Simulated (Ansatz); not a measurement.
**A computed series for GaIr: response to strain**

Take GaIr in the CsCl type structure (space group Pm-3m, No. 221; a = 3.0200 Å; relaxed with 0.1 eV smearing) as the base. Axes: x, y, z lie along the cube axes.

Strains are applied to the cell and any free atomic positions relax; under biaxial strain the out-of-plane vector relaxes too.

Method: Ansatz (an electronic-structure program) PBEsol, no spin-orbit coupling.

Candidates:
(a) biaxial strain −1.46 %, plane normal [110], relaxed out of plane
(b) biaxial strain −1.75 %, plane normal [111], relaxed out of plane
(c) isotropic strain −2.93 %
(d) biaxial strain −0.84 %, plane normal [001], relaxed out of plane
(e) isotropic strain −1.95 %

Notes on the quantities. energy relative to the base: free energy F.

### Question
Order them by energy relative to the base, lowest first.

### Answer
(d) biaxial strain −0.84 %, plane normal [001], relaxed out of plane (+0.4 meV/atom), (a) biaxial strain −1.46 %, plane normal [110], relaxed out of plane (+5.7 meV/atom), (b) biaxial strain −1.75 %, plane normal [111], relaxed out of plane (+8.3 meV/atom), (e) isotropic strain −1.95 % (+39 meV/atom), (c) isotropic strain −2.93 % (+91 meV/atom)

Stability against distortions was not tested. The final runs are not spin-polarised.
